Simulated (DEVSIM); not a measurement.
Device: Si n-i-p diode, at 300 K.

```
layer (left to right)  material  thickness (μm)  Nd (cm⁻³)  Na (cm⁻³)  τn (s)  τp (s)
---------------------  --------  --------------  ---------  ---------  ------  ------
1                            Si           0.520     1.1e17          -  4.5e-6  4.5e-6
2                            Si           0.880          -     6.7e12  4.5e-6  4.5e-6
3                            Si            2.20          -       1e19  4.5e-6  4.5e-6
```

Left contact: ohmic. Right contact: ohmic. Voltage is applied to the left contact. Recombination: SRH at mid-gap. Gap narrowing is on: ΔEg = 6.92 meV × (l + √(l² + 0.5)), l = ln(N/1.3e17 cm⁻³), shared equally by both band edges. Mobility is μmin + (μ − μmin)/(1 + (N/Nref)^α).

This is a model device: material constants are rounded textbook-type values typed into the input, and sizes, dopings and lifetimes were drawn at random. Values at 300 K.

| parameter | Si |
|---|---|
| gap (eV) | 1.124 |
| affinity (eV) | 4.05 |
| permittivity | 11.7 |
| Nc (cm⁻³) | 2.86e19 |
| Nv (cm⁻³) | 3.1e19 |
| μn (cm²/Vs) | 1417 |
| μp (cm²/Vs) | 470 |
| μn,min | 52 |
| μp,min | 45 |
| Nref,n | 9.7e16 |
| Nref,p | 2.2e17 |
| αn | 0.68 |
| αp | 0.72 |

DEVSIM, 1D drift-diffusion, Boltzmann statistics, complete ionisation; no tunnelling, impact ionisation, image-force lowering or self-heating.

Problem. Give the dark forward current.

Solution. 
| V (V) | J (A/cm²) |
|---|---|
| -0.05 | -3.8e-9 |
| -0.10 | -1.5e-8 |
| -0.15 | -5.2e-8 |
| -0.20 | -2.0e-7 |
| -0.25 | -8.6e-7 |
| -0.30 | -4.5e-6 |
| -0.35 | -2.7e-5 |
| -0.40 | -0.00017 |
| -0.45 | -0.0012 |
| -0.50 | -0.0078 |
| -0.55 | -0.054 |
| -0.60 | -0.37 |
| -0.65 | -2.5 |
| -0.70 | -16 |
| -0.75 | -97 |
| -0.80 | -490 |
| -0.85 | -1900 |
| -0.90 | -5700 |
